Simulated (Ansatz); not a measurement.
MnCl₂ (R-3m, No. 166), treated with r²SCAN (plane waves, PAW; Ansatz, an electronic-structure program).

Settings: plane-wave cutoff 500 eV, 12×12×12 k mesh, Fermi–Dirac smearing 0.05 eV, spin-polarised start, scalar-relativistic PAW data made under PBE.

Cell (relaxed at this level):

```yaml
crystal:
  lattice:
    - [1.84669, 1.06619, 6.07428]
    - [-1.84669, 1.06619, 6.07428]
    - [0.00000, -2.13237, 6.07428]
  atoms:
    - { symbol: Mn, position: [0.00000, 0.00000, 0.00000] }
    - { symbol: Cl, position: [0.74258, 0.74258, 0.74258] }
    - { symbol: Cl, position: [0.25742, 0.25742, 0.25742] }
```

**Question.** Estimate the band gap that the calculation returns.

**Answer.** 
* **band gap**: 2.84 eV (on the SCF k mesh)

Note: the magnetic order was assumed, not searched for or taken from measurement; the cell comes from a level without a dispersion term, which matters for the spacing of layers, chains or molecules; the cell has widely spaced layers and the level no dispersion term, so their spacing and the moduli can rest on weak binding.

The computed numbers hold no vibrational or temperature effects.

Cost on a shared machine: around 5 core-minutes (rough).
